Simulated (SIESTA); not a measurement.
Input and output of a self-consistent single point for InPd3 (I4/mmm, 4 atoms in the cell) (SIESTA).

Method: GGA PBEsol with spin-orbit coupling, numerical atomic orbitals DZP, PseudoDojo PBEsol fully relativistic norm-conserving potentials (rewritten from UPF to PSML) in SIESTA.

```
CELL_PARAMETERS angstrom
     -2.06616     2.06616     3.75950
      2.06616    -2.06616     3.75950
      2.06616     2.06616    -3.75950
ATOMIC_POSITIONS crystal
  In 0.00000 0.00000 0.00000
  Pd 0.75000 0.25000 0.50000
  Pd 0.25000 0.75000 0.50000
  Pd 0.50000 0.50000 0.00000
```

Reference input (self-consistent single point, DFT, GGA PBEsol, numerical atomic orbitals DZP, PseudoDojo PBEsol standard norm-conserving potentials (rewritten from UPF to PSML)): XC.functional = GGA; XC.authors = PBEsol; potentials = PseudoDojo PBEsol standard; PAO.BasisSize = DZP; PAO.EnergyShift = 0.005 Ry; MeshCutoff = 350 Ry; kgrid.MonkhorstPack = 9 9 9; OccupationFunction = FD; ElectronicTemperature = 1160.45 K; MaxSCFIterations = 150; SCF.Mixer.Method = Pulay; SCF.Mixer.Weight = 0.2. This run's input differs from it in these lines:

```diff
@@ -1,2 +1,2 @@
-# files in the folder: In.psml Pd.psml (PseudoDojo PBEsol standard)
+# files in the folder: In.psml Pd.psml (PseudoDojo PBEsol fully relativistic)
 SystemName  InPd3
@@ -36,2 +36,9 @@
 ElectronicTemperature        1160.45 K
+Spin                         spin-orbit
+%block DM.InitSpin
+  1 0.00 0.00 0.00
+  2 0.00 0.00 0.00
+  3 0.00 0.00 0.00
+  4 0.00 0.00 0.00
+%endblock DM.InitSpin
```

Output (repeated stretches shortened):

```
        iscf     Eharris(eV)        E_KS(eV)     FreeEng(eV)     dDmax    Ef(eV) dHmax(eV)
   scf:    1   -12780.562109   -12808.984275   -12809.026963  0.644406 -6.460251  6.246077
     spin moment: {S} , |S| = {   -0.00000    0.00000   -0.00000 }     0.00000
   scf:    2   -12810.994349   -12810.212622   -12810.265988  0.147915 -6.199369  3.245364
     spin moment: {S} , |S| = {    0.00000    0.00000   -0.00000 }     0.00000
   scf:    3   -12810.526725   -12810.433604   -12810.493754  0.092916 -6.095444  1.169339
     spin moment: {S} , |S| = {    0.00000    0.00000    0.00000 }     0.00000
   [... lines left out ...]
     spin moment: {S} , |S| = {    0.00000    0.00000   -0.00000 }     0.00000
   scf:    8   -12810.467609   -12810.468071   -12810.527719  0.000587 -6.165110  0.004124
     spin moment: {S} , |S| = {    0.00000   -0.00000   -0.00000 }     0.00000
   scf:    9   -12810.468085   -12810.468072   -12810.527720  0.000143 -6.165287  0.000151
     spin moment: {S} , |S| = {    0.00000   -0.00000   -0.00000 }     0.00000
   scf:   10   -12810.468072   -12810.468072   -12810.527720  0.000006 -6.165292  0.000108
     spin moment: {S} , |S| = {   -0.00000   -0.00000    0.00000 }     0.00000
SCF Convergence by DM+H criterion
max |DM_out - DM_in|         :     0.0000055448
max |H_out - H_in|      (eV) :     0.0001078751
SCF cycle converged after 10 iterations

Using DM_out to compute the final energy and forces

siesta: E_KS(eV) =           -12810.4681

siesta: E_KS - E_eggbox =    -12810.4681

siesta: Atomic forces (eV/Ang):
     1    0.000000    0.000000   -0.000000
     2   -0.000073    0.000073    0.000000
     3    0.000073   -0.000073    0.000000
     4   -0.000000   -0.000000   -0.000000
   Tot   -0.000000   -0.000000    0.000000
   Max    0.000073
   Res    0.000042    sqrt( Sum f_i^2 / 3N )
   Max    0.000073    constrained

Stress tensor Voigt[x,y,z,yz,xz,xy] (kbar):       33.11       33.11       28.91        0.48        0.48       -0.19
(Free)E + p*V (eV/cell)   -12811.7984
   [... lines left out ...]
siesta: FreeEng =    -12810.527720
   [... lines left out ...]
siesta:     0.020668   -0.000116    0.000298
siesta:    -0.000116    0.020668    0.000298
siesta:     0.000298    0.000298    0.018045

siesta: Cell volume =         64.197169 Ang**3

siesta: Pressure (static):
siesta:                Solid            Molecule  Units
siesta:          -0.00021558         -0.00021560  Ry/Bohr**3
siesta:          -0.01979363         -0.01979519  eV/Ang**3
siesta:         -31.71289150        -31.71538649  kBar
```

The run converged in 10 iterations. Against the reference run the pressure goes from -2.88 to -3.17 GPa.

The starting cell comes from a database of computed structures (which also holds hypothetical and non-ambient phases and stackings), without a prior relaxation at this level. Values carry the incompleteness of an atom-centred basis. With a pressure of about -3 GPa the cell is away from its equilibrium volume at this level.

Cost on one core of a shared machine: roughly 6 min.
